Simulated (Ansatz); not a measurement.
The starting structures come from a database of crystals and need not be the phases stable at ambient conditions.

Inside the gap of an insulator the Bloch states are evanescent, with a wavenumber k + iκ along the transport direction.

Here is the system:

```
OsSbSe
1.0
    6.45422     0.00000     0.00000
    2.53018     5.98547     0.00000
    0.00000     0.00000     6.37581
Sb Os Se
4 4 4
Direct
  0.85603   0.37935   0.36462
  0.14397   0.62065   0.63538
  0.14397   0.12065   0.86462
  0.85603   0.87935   0.13538
  0.71318   0.30018   0.99540
  0.28682   0.69982   0.00460
  0.28682   0.19982   0.49540
  0.71318   0.80018   0.50460
  0.65047   0.18221   0.63450
  0.34953   0.81779   0.36550
  0.34953   0.31779   0.13450
  0.65047   0.68221   0.86550
```

Space group of this cell: P2_1/c. The cell is taken as given; by r2SCAN its mean pressure is -2.7 GPa.

Transport runs along the normal of the first two printed cell vectors.

The gap is the functional's own, uncorrected, and κ follows it; spin-orbit coupling is left out. Mid-gap values are interpolated between the computed energies.

Q: State the band gap and the smallest decay constant κ at mid-gap according to Ansatz (a program for electronic structure) with r2SCAN.

A: Gap 1.22 eV on a 6×6×6 mesh; κ = 0.180 1/Å, at (0.167, 0.333) of the in-plane reciprocal vectors. At the zone centre, at the nearest computed energy, the slowest state has κ = 0.23 1/Å.
